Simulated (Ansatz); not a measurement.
Consider InP in the zinc blende structure (space group F-43m, No. 216; a = 5.878 Å).

Perturbation: Ga takes the place of In on all its sites, then cell and atoms are relaxed.

Levels (all Ansatz, an electronic-structure program, PAW): PBEsol (420 eV, no spin-orbit coupling); HSE06 (420 eV, without spin-orbit coupling).

The geometry is relaxed with PBEsol.

| Quantity | Result |
|---|---|
| PBEsol band gap | 1.45 eV |

Q: What does HSE06 give at this geometry for the band gap?

A: The band gap increases by 0.79 eV to 2.24 eV.

Single points use the geometry relaxed with PBEsol. HSE06 was sampled on its mesh, a few special points and the semilocal edge points, so its gap is an upper bound. Stability against distortions was not tested.
